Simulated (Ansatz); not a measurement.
# Effect of Mo → Ru on MoSe2

Take MoSe₂ in the 2H-MoS2 type structure (space group P6_3/mmc, No. 194; a = 3.2277 Å, c = 12.3457 Å; layered, stacked along the Cartesian z axis) as the base.

Perturbation: full substitution Mo → Ru; the structure is relaxed again.

Computed with PBEsol-D3(BJ)/PAW in Ansatz (an electronic-structure program), spin-orbit coupling left out, earlier PAW set. Settings: 16×16×4 k-points, 0.05 eV Fermi–Dirac smearing, for the changed cell.

```tsv
quantity	base	changed	shift
volume per atom	18.56 Å³	18.45 Å³	-0.116 Å³
density	7.57 g/cm³	7.77 g/cm³	+0.20 g/cm³
c/a ratio	3.825	3.398	-0.427
space group	P6_3/mmc (No. 194)	P6_3/mmc (No. 194)	–
shortest interatomic distance	2.503 Å	2.464 Å	-0.0383 Å
band gap	0.54 eV	zero	–
```

Cost of the whole job for the changed cell (relaxation, final SCF and bands): roughly 7 core-minutes.

Whether these cells are dynamically stable was not tested. As relaxed here, RuSe2 is a hypothetical phase, not in the database extracts checked. All final runs are without spin polarisation. RuSe2 has a high density of states at the Fermi level and may be magnetic at this level.
